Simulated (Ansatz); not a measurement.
Consider MgO in the rock salt structure (space group Fm-3m, No. 225; a = 4.204 Å). Axes: x, y, z lie along the cube axes.

Computed with Ansatz (an electronic-structure program) r2SCAN, spin-orbit coupling left out.

It is then changed as follows: the cell is stretched by 3.00 % along z with no lateral relaxation; the atoms relax in the strained cell.

**Question.** Predict the stress tensor and what it implies for the stiffness.

**Answer.** Stress of the strained cell less that of the base (GPa, compression positive):
```
  -2.68    0.00    0.00
   0.00   -2.68    0.00
   0.00    0.00   -7.76
```

Then −Δσ_ii/ε with ε = 0.0300 gives secant stiffness values (nonlinear terms included at this strain): C33 ≈ 259 GPa, C13 ≈ 89 GPa and C23 ≈ 89 GPa.

As a check, the harmonic strain energy −½ V₀ Δσ:ε is 6.8 meV/atom; the computed energy rise is 7.2 meV/atom.

Whether these cells are dynamically stable was not tested.
